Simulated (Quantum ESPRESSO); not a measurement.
**A series of runs on BiBr3 (C2/m, 8 atoms in the cell)**

```xyz
8
Lattice="3.6347 -6.2752 0.0000 3.6347 6.2752 0.0000 -2.4597 0.0000 6.5913" Properties=species:S:1:pos:R:3 pbc="T T T"
Bi     3.6347    -4.1825     0.0000
Bi     3.6347     4.1825     0.0000
Br    -0.0934    -2.1889     4.9463
Br     4.9031     2.1889     1.6451
Br     4.9031    -2.1889     1.6451
Br    -0.0934     2.1889     4.9463
Br     3.7180     0.0000     4.9339
Br     1.0917     0.0000     1.6575
```

Base run A: PBEsol, PseudoDojo standard norm-conserving (PBESOL) pseudopotentials (Quantum ESPRESSO), self-consistent single point.

Its settings: ecutwfc = 70 Ry; occupations = fixed; potentials = {Bi: Bi.upf, Br: Br.upf}; K_POINTS = automatic 2 2 2 0 0 0; nbnd = 44; conv_thr = 1e-10 Ry; mixing_beta = 0.4.

The starting cell comes from a database of computed structures (which also holds hypothetical and non-ambient phases and stackings), without a prior relaxation at this level. Spin-orbit coupling is off.

ΔF is the free energy per atom less that of run A. 

```json
[
 {"run": "A", "change": "base", "ΔF (meV/atom)": "0.00", "pressure (GPa)": "-0.53", "largest force (eV/Å)": "0.139", "gap on the mesh (eV)": "2.716"},
 {"run": "B", "change": "lattice scaled by 0.97", "ΔF (meV/atom)": "24.5", "pressure (GPa)": "3.23", "largest force (eV/Å)": "0.601", "gap on the mesh (eV)": "2.761"},
 {"run": "C", "change": "lattice scaled by 0.97; ecutwfc: 70 Ry → 42 Ry", "ΔF (meV/atom)": "325.0", "pressure (GPa)": "-6.29", "largest force (eV/Å)": "0.600", "gap on the mesh (eV)": "2.760"},
 {"run": "D", "change": "lattice scaled by 0.985", "ΔF (meV/atom)": "2.9", "pressure (GPa)": "1.15", "largest force (eV/Å)": "0.212", "gap on the mesh (eV)": "2.744"},
 {"run": "E", "change": "lattice scaled by 0.985; ecutwfc: 70 Ry → 42 Ry", "ΔF (meV/atom)": "307.0", "pressure (GPa)": "-8.04", "largest force (eV/Å)": "0.211", "gap on the mesh (eV)": "2.744"},
 {"run": "F", "change": "lattice scaled by 1.015", "ΔF (meV/atom)": "13.1", "pressure (GPa)": "-1.87", "largest force (eV/Å)": "0.426", "gap on the mesh (eV)": "2.678"},
 {"run": "G", "change": "lattice scaled by 1.015; ecutwfc: 70 Ry → 42 Ry", "ΔF (meV/atom)": "316.8", "pressure (GPa)": "-10.26", "largest force (eV/Å)": "0.426", "gap on the mesh (eV)": "2.677"},
 {"run": "H", "change": "lattice scaled by 1.03", "ΔF (meV/atom)": "39.8", "pressure (GPa)": "-2.92", "largest force (eV/Å)": "0.672", "gap on the mesh (eV)": "2.631"},
 {"run": "I", "change": "lattice scaled by 1.03; ecutwfc: 70 Ry → 42 Ry", "ΔF (meV/atom)": "344.1", "pressure (GPa)": "-10.96", "largest force (eV/Å)": "0.672", "gap on the mesh (eV)": "2.630"},
 {"run": "J", "change": "ecutwfc: 70 Ry → 42 Ry", "ΔF (meV/atom)": "303.8", "pressure (GPa)": "-9.30", "largest force (eV/Å)": "0.139", "gap on the mesh (eV)": "2.716"}
]
```

Run J against A: The free energy rises by 304 meV/atom, the pressure goes from -0.53 to -9.30 GPa, the largest force stays at 0.139 eV/Å and the gap on the mesh stays at 2.716 eV.

Run B against A: The free energy goes up by 24.5 meV/atom, the pressure goes from -0.53 to 3.23 GPa, the largest force goes from 0.139 to 0.601 eV/Å and the gap on the mesh goes from 2.716 to 2.761 eV.

Run C against A: The free energy goes up by 325 meV/atom, the pressure goes from -0.53 to -6.29 GPa, the largest force goes from 0.139 to 0.600 eV/Å and the gap on the mesh goes from 2.716 to 2.760 eV.
